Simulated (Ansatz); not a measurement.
Ru on the 1x1 (111) surface of fcc Cu, one in a 2x2 cell, energies for each (22.8 Å²). Energies are against an atom of hcp Ru, without zero-point or thermal terms; each row is named by its start.

Method: PBE (plane waves to 420 eV, PAW; Ansatz, a quantum-chemistry and plane-wave program).

Model: 17-atom slab, 6.2 Å thick at the start under the adsorbate (thin: gaps and levels are the slab's own), 6x6x1 mesh, Fermi-Dirac 0.1 eV, dipole correction, 8 atoms held, the rest relaxed; each run with such symmetry as its start has; spin-polarised, no spin-orbit, no U, no dispersion correction.

A negative adsorption energy means that the adsorbate is more stable on the surface than in its reference. Starts that drift may end in the same place. Heights count from the host atoms within 0.3 Å of the top one.

```
starting site                           E_ads (eV)  height (Å)  nearest host atom (Å)  bonded to  Δ work function (eV)  lateral drift (Å)  moment (μB)
--------------------------------------  ----------  ----------  ---------------------  ---------  --------------------  -----------------  -----------
top Cu                                        3.96        1.32                Cu 2.27       7 Cu                 -0.82                0.0          2.4
hollow Cu-Cu-Cu over Cu at depth 2.1 Å        3.60        1.85                Cu 2.44       3 Cu                 -1.09                0.0          2.4
hollow Cu-Cu-Cu over Cu at depth 4.1 Å        3.58        1.83                Cu 2.43       3 Cu                 -1.09                0.0          2.4
bridge Cu-Cu (span 2.6 Å)                     3.58        1.83                Cu 2.43       3 Cu                 -1.09                0.7          2.4
```
